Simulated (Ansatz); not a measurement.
Consider interstitial H in diamond, charge state +1. The step: a concerted move, in which H travels most (a rearrangement that moves the defect's centre by under 1 Å); the atom moves 0.72 Å along (0.14, 0.00, -0.14) of the unit cell; the moving atom starts with neighbours 2 C at 1.15, C at 1.72, C at 1.73, C at 2.05, C at 2.07, 2 C at 2.14 Å and ends with 2 C at 1.15, C at 1.72, C at 1.73, C at 2.05, C at 2.07, 2 C at 2.14 Å. DFT values are from Ansatz (plane-wave PAW, 420 eV unless said) in a cell of 64 host sites, spin-restricted, static, with no finite-size correction. The host's phase is taken as given; its stability against other phases was not computed. The charge state is imposed; whether it is stable for some Fermi level was not computed. Sites that were not tried may lie lower. For the PBE band: the saddle point's order was not checked, and it lies on a symmetry element of the cell, where a band can be held.

```json
[
 {"Level": "PBE, a 2×2×2 k-point mesh shifted by half a step, band relaxed", "Forward barrier (eV)": "0.12", "Cost of the band or of the saddle's single point": "very roughly 15 core-minutes"},
 {"Level": "PBE, a 3×3×3 k-point mesh shifted by half a step, same geometries", "Forward barrier (eV)": "0.12", "Cost of the band or of the saddle's single point": "around 40 core-seconds (rough)"},
 {"Level": "r2SCAN at 500 eV, a 2×2×2 k-point mesh shifted by half a step, same geometries", "Forward barrier (eV)": "[?]", "Cost of the band or of the saddle's single point": "very roughly 30 core-seconds"}
]
```

Complete the blanks.


- r2SCAN at 500 eV, a 2×2×2 k-point mesh shifted by half a step, same geometries, Forward barrier (eV): 0.20

Ansatz is an electronic-structure program.
